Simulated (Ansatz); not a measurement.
White tin (β-Sn) was calculated with r²SCAN0 (PAW; Ansatz, a program for electronic structure).

Settings: plane-wave cutoff 520 eV, 10×10×10 k mesh, Fermi–Dirac smearing 0.05 eV, scalar-relativistic PAW data made under PBE.

Computed at the level's own relaxed cell.

Task: Predict the lattice parameter a and lattice parameter c.

Result: 
* **lattice parameter a**: 5.854 Å
* **lattice parameter c**: 3.145 Å

Measured, for comparison: lattice constant a 5.831 Å, lattice parameter c 3.181 Å (293 K, not corrected to a static lattice; as tabulated in Wikipedia's data pages). Computed (rounded) less measured: lattice constant a +0.4 %, lattice parameter c -1.1 %. A static lattice is as a rule a little smaller and stiffer than an uncorrected measurement, which narrows the difference in the lattice parameter c and would widen misses of the other sign.

Spin–orbit coupling is not included.

The result took about 70 core-minutes (a rough figure).
